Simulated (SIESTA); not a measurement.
A self-consistent single point of Zr4Al3 (P6/mmm, 7 atoms in the cell) with SIESTA.

Level of theory: LDA PW92, numerical atomic orbitals DZP, PseudoDojo LDA standard norm-conserving potentials (rewritten from UPF to PSML) (SIESTA).

The change in words: lattice scaled by 0.98. Reference geometry:
```xyz
7
Lattice="5.4691 0.0000 0.0000 -2.7345 4.7364 0.0000 0.0000 0.0000 5.4291" Properties=species:S:1:pos:R:3 pbc="T T T"
Zr     0.0000     0.0000     1.4134
Zr     0.0000     0.0000     4.0157
Zr     0.0000     3.1576     2.7146
Zr     2.7345     1.5788     2.7146
Al    -1.3673     2.3682     0.0000
Al     2.7345     0.0000     0.0000
Al     1.3673     2.3682     0.0000
```

Reference input (self-consistent single point, DFT, LDA PW92, numerical atomic orbitals DZP, PseudoDojo LDA standard norm-conserving potentials (rewritten from UPF to PSML)): XC.functional = LDA; XC.authors = PW92; potentials = PseudoDojo LDA standard; PAO.BasisSize = DZP; PAO.EnergyShift = 0.01 Ry; MeshCutoff = 400 Ry; kgrid.MonkhorstPack = 5 5 4; OccupationFunction = FD; ElectronicTemperature = 0.1 eV; MaxSCFIterations = 150; SCF.Mixer.Method = Pulay; SCF.Mixer.Weight = 0.25. This run's input differs from it in these lines:

```diff
@@ -12,5 +12,5 @@
 %block LatticeVectors
-    10.335038787    0.000000000    0.000000000
-    -5.167518449    8.950406220    0.000000000
-     0.000000000    0.000000000   10.259512103
+    10.128338654    0.000000000    0.000000000
+    -5.064167437    8.771398133    0.000000000
+     0.000000000    0.000000000   10.054321861
 %endblock LatticeVectors
@@ -18,9 +18,9 @@
 %block AtomicCoordinatesAndAtomicSpecies
-     0.000000000    0.000000000    2.670858786  1
-     0.000000000    0.000000000    7.588653317  1
-    -0.000004538    5.966940464    5.129756052  1
-     5.167524876    2.983465757    5.129756052  1
-    -2.583759224    4.475203110    0.000000000  2
-     5.167519394    0.000000000    0.000000000  2
-     2.583760169    4.475203110    0.000000000  2
+     0.000000000    0.000000000    2.617441610  1
+     0.000000000    0.000000000    7.436880251  1
+    -0.000003804    5.847601679    5.027160931  1
+     5.064175021    2.923796454    5.027160931  1
+    -2.532083719    4.385699067    0.000000000  2
+     5.064169327    0.000000000    0.000000000  2
+     2.532085608    4.385699067    0.000000000  2
 %endblock AtomicCoordinatesAndAtomicSpecies
```

The program printed (abridged):

```
        iscf     Eharris(eV)        E_KS(eV)     FreeEng(eV)     dDmax    Ef(eV) dHmax(eV)
   scf:    1    -5669.204219    -5707.779125    -5707.882545  1.669750 -5.402151  6.341192
   scf:    2    -5708.977928    -5709.500003    -5709.649825  0.120334 -5.595719  2.958419
   scf:    3    -5710.059848    -5709.989553    -5710.110848  0.070912 -5.650147  1.550499
   scf:    4    -5710.244151    -5710.150632    -5710.282427  0.047705 -5.718583  0.559807
   scf:    5    -5710.194060    -5710.177607    -5710.311527  0.023598 -5.752055  0.060155
   scf:    6    -5710.176205    -5710.177210    -5710.313362  0.005744 -5.756620  0.008193
   scf:    7    -5710.175576    -5710.176412    -5710.313419  0.002453 -5.757092  0.009774
   scf:    8    -5710.176834    -5710.176626    -5710.313434  0.000404 -5.757503  0.002000
   scf:    9    -5710.176805    -5710.176716    -5710.313435  0.000149 -5.757746  0.001203
   scf:   10    -5710.176700    -5710.176708    -5710.313435  0.000014 -5.757785  0.000306
SCF Convergence by DM+H criterion
max |DM_out - DM_in|         :     0.0000141003
max |H_out - H_in|      (eV) :     0.0003058933
SCF cycle converged after 10 iterations

Using DM_out to compute the final energy and forces

siesta: E_KS(eV) =            -5710.1767

siesta: E_KS - E_eggbox =     -5710.1767

siesta: Atomic forces (eV/Ang):
     1    0.000000    0.000000    0.025649
     2    0.000000    0.000000   -0.025649
     3    0.000016   -0.000010    0.000000
     4   -0.000016    0.000010    0.000000
     5   -0.000000   -0.000000   -0.000000
     6   -0.000000    0.000000   -0.000000
     7   -0.000000   -0.000000   -0.000000
   Tot   -0.000000    0.000000    0.000000
   Max    0.025649
   Res    0.007916    sqrt( Sum f_i^2 / 3N )
   Max    0.025649    constrained

   [... lines left out ...]
siesta: FreeEng =     -5710.313435
   [... lines left out ...]
siesta:     0.006826    0.000000    0.000000
siesta:     0.000000    0.006825    0.000000
siesta:    -0.000000    0.000000    0.008076

siesta: Cell volume =        132.361970 Ang**3

siesta: Pressure (static):
siesta:                Solid            Molecule  Units
siesta:          -0.00007888         -0.00007708  Ry/Bohr**3
siesta:          -0.00724234         -0.00707746  eV/Ang**3
siesta:         -11.60351503        -11.33934022  kBar
```

The run converged in 10 iterations. Against the reference run the free energy goes down by 33.3 meV/atom, the pressure goes from -7.53 to -1.16 GPa and the largest force goes from 0.000 to 0.026 eV/Å.

The starting cell comes from a database of computed structures (which also holds hypothetical and non-ambient phases and stackings), without a prior relaxation at this level. Its lattice was rescaled by a random factor within 2.5 % of one. For this run, on top of that: lattice scaled by 0.98. Values carry the incompleteness of an atom-centred basis.

Cost on one core of a shared machine: roughly 3 min.
